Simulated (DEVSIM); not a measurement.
Si p+/n-/n+ power diode

System: Si p+/n-/n+ power diode, at 350 K.

```tsv
layer (left to right)	material	thickness (μm)	Nd (cm⁻³)	Na (cm⁻³)	τn (s)	τp (s)
1	Si	1.60	-	1.9e19	1.6e-7	1.6e-7
2	Si	4.50	4e15	-	1.6e-7	1.6e-7
3	Si	1.00	3.7e18	-	1.6e-7	1.6e-7
```

Left contact: ohmic. Right contact: ohmic. Voltage is applied to the left contact. Recombination: SRH at mid-gap, Auger. Mobility is constant in doping.

The device is made up for the run: typed textbook-type constants, with dimensions and the other settings drawn at random. Values at 300 K; Nc and Nv go as T^1.5, mobilities as T to minus their exponent, the gap by Varshni's rule with the affinity fixed.

```csv
parameter,Si
gap (eV),1.124
affinity (eV),4.05
permittivity,11.7
Nc (cm⁻³),2.86e19
Nv (cm⁻³),3.1e19
μn (cm²/Vs),1417
μp (cm²/Vs),470
T exponent of μn,2.3
T exponent of μp,2.2
Cn (cm⁶/s),2.8e-31
Cp (cm⁶/s),9.9e-32
Varshni α (eV/K),0.000473
Varshni β (K),636
```

Simulated with DEVSIM: 1D drift-diffusion, Boltzmann statistics, complete ionisation; no tunnelling, impact ionisation, image-force lowering or self-heating.

```
Property                                         Value
---------------------------------------------  -------
Potential step across the device at zero bias  1.020 V
Dark forward voltage at 1 A/cm²                0.566 V
Dark forward voltage at 100 A/cm²              0.763 V
```

Dark forward current:

```tsv
V (V)	J (A/cm²)
0.05	1.7e-6
0.10	5.7e-6
0.15	1.6e-5
0.20	4.8e-5
0.25	0.00015
0.30	0.00056
0.35	0.0023
0.40	0.010
0.45	0.048
0.50	0.21
0.55	0.71
0.60	2.0
0.65	5.8
0.70	19
0.75	69
0.80	280
0.85	1100
0.90	4400
```
